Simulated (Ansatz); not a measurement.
Output of an Ansatz run (abridged):

```
WARN ansatz: RAYON_NUM_THREADS=1 ignored (pool sized by the plan → 1); use --threads N
Pseudopotentials: kind: paw
Pseudopotential: Cs, paw, valence charge 9
Pseudopotential: O, paw, valence charge 6
Crystal: 12 atoms, lattice volume = 524.605 Å³
Basis set: ecut = 420.4159175005146 eV, 10195 PW (Γ), exchange–correlation on 64×90×320 points (8 copies of the dense FFT grid, shifted against one another)
Bands: 54, of which v1, the nominal top of the filled ones, is band 42 counted from 1 (41 counted from 0)
Symmetry: 8 space group operations
Space group: Cmme (ITA 67), of the structure as read, at distance tolerance 8.1e-5 Å
k-points: 7 of 16
PAW frozen core: Cs, regenerated for the run's functional, and the local potential with it
PAW frozen core: O, regenerated for the run's functional, and the local potential with it
Initial density: superposition of atomic densities (neutral atoms: chi_scale 0, normalization atom), corrected by the library's trained network
Initial wavefunctions: pseudopotential atomic-orbital guess
Eigensolver: davidson
Functional: x = pbesol(κ = 0.804, μ = 0.12345679012345678), c = pbesol(β = 0.046)
SCF iter   1: F=—  HF=-26819.753738 eV  |F-HF|=—  |Δ(HF+E_count)|=         —  Δρ=1.39e-2  dr2=2.50e0  ethr=1.77e-3  ⟨swp⟩=9.1  Hψ=1929  notcnv=0  defer=11
all-band conjugate gradients solve this SCF's bands
preconditioner: auto → LDOS
SCF iter   2: F=—  HF=-26819.636482 eV  |F-HF|=—  |Δ(HF+E_count)|=   1.17e-1  Δρ=3.04e-3  dr2=4.54e-2  ethr=1.77e-3  ⟨swp⟩=2.7  Hψ=507  notcnv=0  defer=17
SCF iter   3: F=—  HF=-26819.674666 eV  |F-HF|=—  |Δ(HF+E_count)|=   3.82e-2  Δρ=1.68e-3  dr2=8.79e-3  ethr=5.40e-5  ⟨swp⟩=2.7  Hψ=582  notcnv=0  defer=17
SCF iter   4: F=—  HF=-26819.675844 eV  |F-HF|=—  |Δ(HF+E_count)|=   1.18e-3  Δρ=2.33e-3  dr2=9.55e-3  ethr=1.05e-5  ⟨swp⟩=2.1  Hψ=630  notcnv=0  defer=17
SCF iter   5: F=—  HF=-26819.674066 eV  |F-HF|=—  |Δ(HF+E_count)|=   1.78e-3  Δρ=3.71e-4  dr2=5.41e-4  ethr=1.05e-5  ⟨swp⟩=1.6  Hψ=376  notcnv=0  defer=17
SCF iter   6: F=—  HF=-26819.674481 eV  |F-HF|=—  |Δ(HF+E_count)|=   4.15e-4  Δρ=1.03e-4  dr2=9.36e-5  ethr=6.44e-7  ⟨swp⟩=2.4  Hψ=635  notcnv=0  defer=17
SCF iter   7: F=—  HF=-26819.674781 eV  |F-HF|=—  |Δ(HF+E_count)|=   3.00e-4  Δρ=3.27e-5  dr2=5.07e-6  ethr=1.11e-7  ⟨swp⟩=2.6  Hψ=601  notcnv=0  defer=17
SCF iter   8: F=—  HF=-26819.674784 eV  |F-HF|=—  |Δ(HF+E_count)|=   3.19e-6  Δρ=1.30e-5  dr2=3.59e-7  ethr=6.04e-9  ⟨swp⟩=1.1  Hψ=359  notcnv=0  defer=17
SCF iter   9: F=-26819.674784 eV  HF=-26819.674784 eV  |F-HF|=1.68e-7  |Δ(HF+E_count)|=   3.49e-7  Δρ=3.41e-6  dr2=5.39e-8  ethr=1.19e-10  ⟨swp⟩=18.0  Hψ=2140  notcnv=0
SCF 1 converged in 9 iterations: F = -26819.674784 eV  dr2 = 5.39e-8
SCF converged after 9 iterations
Free energy (F): -26819.674784 eV
Harris-Foulkes:  -26819.674784 eV  (|F-HF|=1.68e-7)
Internal energy: -26818.977298 eV  (E = F + TS)
E sigma→0 (E₀):  -26819.326041 eV
Entropy (-TS):   -0.697487 eV (-58.124 meV/atom)
Fermi energy:    0.579401 eV
--- Per-component energies (eV) ---
  E_band       = -729.513816
  E_kinetic    = 1945.641292
  E_local      = -30227.157302  (includes V_loc(G=0)·N_el)
  E_nonlocal   = 514.439740
  E_hartree    = 14320.788572
  E_xc         = -1265.374319
  E_vxc        = -1240.883049  (∫ρ·V_xc dr)
  E_paw        = -21145.022639  (= ΣΔE_a)
  E_vpaw       = -363.172307  (= ΣTr[D̂ρ^β])
  E_aug_tail   = 0.018275  (compensation charges beyond the density's cutoff)
  E_ewald      = 9036.830139
  E_core_change = 0.858943  (= ΣΔE_core)
  E_smearing   = -0.697487  (= −TS)
  E_closure    = -0.000000  (closes the sum)
  Σ components = -26819.674784   (vs F -26819.674784, Δ=0.00e0)
--- Forces (eV/Å), atoms counted from 1 ---
  atom   1  Cs     0.00000000     0.00000000     0.12120642
  atom   2  Cs     0.00000000     0.00000000     0.03220756
  atom   3  Cs     0.00000000     0.00000000    -0.03220756
  atom   4  Cs     0.00000000     0.00000000    -0.12120642
  atom   5  O      0.52892140     0.45016717     0.02935927
  atom   6  O     -0.52892140    -0.45016717     0.02935927
  atom   7  O      0.34019036     0.28953741    -0.05532124
  atom   8  O     -0.34019036    -0.28953741    -0.05532124
  atom   9  O      0.34019036     0.28953741     0.05532124
  atom  10  O     -0.34019036    -0.28953741     0.05532124
  atom  11  O      0.52892140     0.45016717    -0.02935927
  atom  12  O     -0.52892140    -0.45016717    -0.02935927
  max |Σ_I F_I| component: 1.11e-16 eV/Å
--- Stress (GPa, compression-positive) ---
       -1.211138      -0.434940       0.000000
       -0.434940      -1.070287       0.000000
        0.000000       0.000000      -0.438003
  P = ⅓ Tr σ = -0.9065 GPa (-9.065 kbar)
  The stress holds the Pulay correction. Without it, at fixed plane waves, as pw.x and ABINIT print it: P = -1.1119 GPa
--- Band table (eV; the first three rows and the last of 7) ---
  k-point 0: bands = ["-22.5211", "-22.4873", "-22.4531", "-22.4449", "-20.3253", "-20.3250", "-19.9507", "-19.9478", "-13.4364", "-13.4203", "-13.3915", "-13.3656", "-7.7165", "-7.4682", "-7.4531", "-7.4102", "-7.1575", "-7.0409", "-6.9698", [...]
  k-point 1: bands = ["-22.4977", "-22.4702", "-22.4410", "-22.4385", "-20.3448", "-20.3446", "-19.9674", "-19.9651", "-13.4240", "-13.4133", "-13.3916", "-13.3721", "-7.6233", "-7.4755", "-7.4537", "-7.4476", "-7.2734", "-7.2534", "-7.1901", [...]
  k-point 2: bands = ["-22.4625", "-22.4625", "-22.4313", "-22.4313", "-20.3646", "-20.3646", "-19.9834", "-19.9834", "-13.4030", "-13.4030", "-13.3905", "-13.3905", "-7.7328", "-7.7328", "-7.5370", "-7.5370", "-7.3563", "-7.3563", "-7.1071", [...]
  k-point 6: bands = ["-22.4630", "-22.4522", "-22.4255", "-22.4244", "-20.3412", "-20.3411", "-19.9627", "-19.9554", "-13.5794", "-13.5499", "-13.5008", "-13.4570", "-7.8038", "-7.7410", "-7.4799", "-7.4250", "-7.3333", "-7.2172", "-7.0415", [...]
```

The structure:

```
CELL_PARAMETERS angstrom
      4.77701     0.00000     0.00000
     -4.01346     4.71560     0.00000
      0.00000     0.00000    23.28838
ATOMIC_POSITIONS crystal
  Cs 0.00000 0.50000 0.30058
  Cs 0.00000 0.00000 0.43352
  Cs 0.00000 0.50000 0.56647
  Cs 0.00000 0.00000 0.69942
  O  0.81532 0.90766 0.30058
  O  0.18468 0.09234 0.30058
  O  0.81532 0.40766 0.43352
  O  0.18468 0.59234 0.43352
  O  0.81532 0.90766 0.56647
  O  0.18468 0.09234 0.56647
  O  0.81532 0.40766 0.69942
  O  0.18468 0.59234 0.69942
```

### Question
Reconstruct the input of this run.

### Answer
Other spellings and defaults could give the same log, and not every line can be read from it. The input that was run (DFT, PBEsol, plane waves, default PAW files made with PBE):

Ansatz 0.2 input:
```yaml
# CsO2
crystal:
  lattice:
    - [4.777013, 0.000000, 0.000000]
    - [-4.013463, 4.715596, 0.000000]
    - [0.000000, 0.000000, 23.288384]
  atoms:
    - { symbol: Cs, position: [1.000000, 0.500000, 0.300579] }
    - { symbol: Cs, position: [0.000000, 0.000000, 0.433525] }
    - { symbol: Cs, position: [1.000000, 0.500000, 0.566475] }
    - { symbol: Cs, position: [0.000000, 0.000000, 0.699421] }
    - { symbol: O, position: [0.815320, 0.907660, 0.300579] }
    - { symbol: O, position: [0.184680, 0.092340, 0.300579] }
    - { symbol: O, position: [0.815320, 0.407660, 0.433525] }
    - { symbol: O, position: [0.184680, 0.592340, 0.433525] }
    - { symbol: O, position: [0.815320, 0.907660, 0.566475] }
    - { symbol: O, position: [0.184680, 0.092340, 0.566475] }
    - { symbol: O, position: [0.815320, 0.407660, 0.699421] }
    - { symbol: O, position: [0.184680, 0.592340, 0.699421] }
basis:
  ecutwfc: 30.9 Ry
kpoints:
  mp_grid:
    grid: [4, 4, 1]
hamiltonian:
  xc: pbesol
  pseudopotentials:
    kind: paw
scf:
  occupations:
    method: fermi_dirac
    width: 0.0073 Ry
output:
  forces: true
  eigenvalues: true
  stress: true
```

The starting cell comes from a database of computed structures (which also holds hypothetical and non-ambient phases and stackings), without a prior relaxation at this level. The slab is cut from that crystal, and its faces are unrelaxed. Its lattice was rescaled by up to half a per cent. Spin polarisation is off, though cut faces can carry moments; the slab shows no gap.

Ansatz is a program for electronic structure.
